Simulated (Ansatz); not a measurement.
The parent structure is NiSi (space group Pnma, No. 62; a = 5.190 Å, b = 3.350 Å, c = 5.624 Å; non-magnetic). Axes: x, y, z lie along a, b, c of the conventional cell.

Calculations: Ansatz (an electronic-structure program), PBE, PAW, cutoff 420 eV, no spin-orbit coupling.

Before the change:

| Item | Result |
|---|---|
| Pressure | 0.0 GPa |
| Shortest interatomic distance | 228.8 pm |

It is then changed as follows: biaxial strain −2.19 %, plane normal [001], relaxed out of plane (Cartesian); in-plane vectors clamped, the third vector and the atoms free.

### Question
What does the calculation give for the pressure and shortest interatomic distance after the change?

### Answer
The pressure (mean of the normal stresses, compression positive) goes from zero to 4.5 GPa; the shortest interatomic distance falls by 1.5 pm, from 228.8 pm to 227.3 pm.

No phonon test of stability was made. Starting moments died away, wholly or in part, for the base; another magnetic solution may exist. All final runs are without spin polarisation.
